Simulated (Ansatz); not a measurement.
## A computed series for BeSe: carrier doping

The reference is BeSe in the zinc blende structure (space group F-43m, No. 216; a = 5.178 Å).

Carriers are added at fixed cell with a uniform background; the Fermi–Dirac width is that of 300 K.

The values are results of PBE (Ansatz, a quantum-chemistry and plane-wave program; PAW; 420 eV plane waves; no spin-orbit coupling), not measurements.

Notes on the quantities. Fermi level from band edge: Fermi level relative to the doped band's edge (positive inside the band; to 0.05 eV).

```json
[
 {"variant": "undoped", "gap between the host's bands": "2.67 eV", "Fermi level from band edge": "–"},
 {"variant": "electrons 5.0×10^20 cm⁻³", "gap between the host's bands": "2.66 eV", "Fermi level from band edge": "+0.25 eV"},
 {"variant": "electrons 1.5×10^21 cm⁻³", "gap between the host's bands": "2.64 eV", "Fermi level from band edge": "+0.50 eV"},
 {"variant": "electrons 7.0×10^21 cm⁻³", "gap between the host's bands": "2.55 eV", "Fermi level from band edge": "+1.20 eV"},
 {"variant": "electrons 1.0×10^22 cm⁻³", "gap between the host's bands": "2.51 eV", "Fermi level from band edge": "+1.40 eV"},
 {"variant": "holes 5.0×10^20 cm⁻³", "gap between the host's bands": "2.69 eV", "Fermi level from band edge": "+0.10 eV"},
 {"variant": "holes 1.5×10^21 cm⁻³", "gap between the host's bands": "2.72 eV", "Fermi level from band edge": "+0.25 eV"},
 {"variant": "holes 7.0×10^21 cm⁻³", "gap between the host's bands": "2.90 eV", "Fermi level from band edge": "+0.65 eV"},
 {"variant": "holes 1.0×10^22 cm⁻³", "gap between the host's bands": "3.00 eV", "Fermi level from band edge": "+0.75 eV"}
]
```

Charged cell with a jellium background: band edges are those of the host's band count, energies are not comparable with the neutral cell, and many-body gap narrowing is missing. Whether these cells are dynamically stable was not tested.
